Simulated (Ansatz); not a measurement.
# SiH3 on the 1x1 (111) surface of fcc Ag, one in a 2x2 cell, started at the site 'bridge Ag-Ag (span 2.9 Å)'

These are r2SCAN, at the PBE geometry and the start's symmetry (plane waves to 500 eV, PAW; Ansatz, a program for electronic structure) values and carry that method's errors.

Model: 20-atom slab, 7.1 Å thick at the start under the adsorbate (thin: gaps and levels are the slab's own), 6x6x1 mesh, Fermi-Dirac 0.1 eV, dipole correction, single point; no symmetry held, on the structure that PBE left; spin-polarised, no spin-orbit, no U, no dispersion correction. The starting moment vanished. The program's check for a lower electronic state was not made. At the end it is bonded to 2 Ag. In PBE this state lies 0.06 eV over the lowest of the starts that converged ('hollow Ag-Ag-Ag over Ag at depth 2.4 Å').

adsorption energy against SiH4(g) − ½ H2(g) at the same level: 0.038 eV
work function of the top face: 4.76 eV
change of the work function: 0.36 eV
change of the step from the bottom to the top vacuum level, against the clean slab: 0.38 eV
height of the binding atom over the mean of the host atoms within 0.3 Å of the top one: 4.263 bohr
magnetic moment of the cell: 0.00 μB
nearest host atoms of the binding atom: Ag at 2.54 Å, Ag at 2.77 Å, Ag at 3.41 Å
cost: very roughly 30 core-minutes

A negative adsorption energy means that the adsorbate is more stable on the surface than in its reference.
